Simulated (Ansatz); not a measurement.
Take TiAl (space group P4/mmm, No. 123; a = 2.766 Å, c = 4.002 Å; relaxed with 0.1 eV smearing) as the base. Axes: x, y, z lie along a, b, c of the conventional cell.

Structures relaxed with Kohn–Sham DFT with the LDA functional, run in Ansatz (an electronic-structure program) with PAW and 420 eV plane waves, no spin-orbit coupling.

Base:

Simulated powder pattern, Mo Kα, λ = 0.71073 Å (kinematic, ideal powder, no thermal factors, no anomalous dispersion; the 10 strongest lines at most, above 2 %, up to 2θ = 40°):

```
2θ (°)  I/Imax (%)    hkl
------  ----------  -----
10.19          8.3  (001)
14.76          6.5  (100)
17.97          100  (101)
20.46           17  (002)
20.94           32  (110)
29.44           22  (112)
29.78           10  (200)
34.40           13  (103)
35.00           24  (211)
36.40           10  (202)
```

After one change:

Simulated powder pattern, Mo Kα, λ = 0.71073 Å (kinematic, ideal powder, no thermal factors, no anomalous dispersion; the 10 strongest lines at most, above 2 %, up to 2θ = 40°):

```csv
2θ (°),I/Imax (%)
10.19,16
17.79,100
17.97,97
20.46,33
20.78,64
29.32,54
34.31,12
34.40,12
34.61,24
34.90,23
```

Task: Which of these changes matches the shifts?
A) uniaxial strain ε_xx = +2.50 %
B) uniaxial strain ε_xx = −1.00 %
C) uniaxial strain ε_xx = +1.50 %
D) uniaxial strain ε_xx = −2.00 %

Result: C, uniaxial strain ε_xx = +1.50 %. Its volume per atom is 15.54 Å³ against 15.31 Å³, and its space group is Pmmm (No. 47).

Whether these cells are dynamically stable was not tested. The final runs are not spin-polarised.
